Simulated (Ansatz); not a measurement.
The reference is CdSe in the wurtzite structure (space group P6_3mc, No. 186; a = 4.3829 Å, c = 7.1547 Å). Axes: x lies along a and z along c of the hexagonal cell.

Structures relaxed with PBE/PAW in Ansatz (a program for electronic structure), no spin-orbit coupling, earlier PAW set.

Base:

Simulated powder pattern, Cu Kα1, λ = 1.54056 Å (kinematic, ideal powder, no thermal factors, no anomalous dispersion; the 14 strongest lines at most, above 2 %, up to 2θ = 90°):

| 2θ (°) | I/Imax (%) | hkl |
|---|---|---|
| 23.42 | 100 | (100) |
| 24.87 | 60 | (002) |
| 26.56 | 75 | (101) |
| 34.42 | 38 | (102) |
| 41.16 | 89 | (110) |
| 44.85 | 88 | (103) |
| 47.89 | 14 | (200) |
| 48.69 | 56 | (112) |
| 49.66 | 13 | (201) |
| 62.49 | 32 | (203) |
| 70.24 | 23 | (105) |
| 75.01 | 14 | (300) |
| 77.60 | 34 | (213) |
| 84.78 | 14 | (205) |

Modification: tensile biaxial strain of 3.05 % in the plane normal to [001], as in epitaxy on a mismatched substrate; the out-of-plane cell vector and the atoms relax.

**Question.** Predict the new powder pattern.

**Answer.** 
Simulated powder pattern, Cu Kα1, λ = 1.54056 Å (kinematic, ideal powder, no thermal factors, no anomalous dispersion; the 14 strongest lines at most, above 2 %, up to 2θ = 90°):

```csv
2θ (°),I/Imax (%),hkl
22.71,100,(100)
25.52,59,(002)
26.10,63,(101)
34.43,40,(102)
39.89,90,(110)
45.34,72,(103)
46.39,14,(200)
47.95,61,(112)
61.95,27,(203)
71.78,22,(105)
72.43,15,(300)
76.26,30,(213)
78.21,14,(302)
85.42,14,(205)
```

The indices refer to the base's conventional cell; one index is shown for lines that coincide.

No phonon test of stability was made.
